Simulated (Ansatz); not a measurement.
The parent structure is GaN (space group P6_422, No. 181; a = 3.125 Å, c = 7.359 Å; a hypothetical phase, not in the database extracts checked). Axes: x lies along a and z along c of the hexagonal cell.

Method: Ansatz (a first-principles code), PBEsol, PAW, cutoff 420 eV, without spin-orbit coupling.

For the base:

- Band gap: 1.47 eV
- Electron mass: 0.14 mₑ (at Γ)

One thing is altered: uniaxial strain ε_xx = +5.06 %, all other strain components held at zero; the atoms relax in the strained cell.

Predict the new band gap, electron mass and energy relative to the base.

The band gap drops by 0.55 eV, from 1.47 eV to 0.92 eV; the electron mass changes from 0.14 mₑ (at Γ) to 0.094 mₑ along z, 0.11 mₑ across (at Γ); the energy rises by 26 meV/atom.

Effective masses come from finite differences of ±0.01 Å⁻¹. Stability against distortions was not tested. The base started in P3_121 and relaxed to P6_422 at this level.
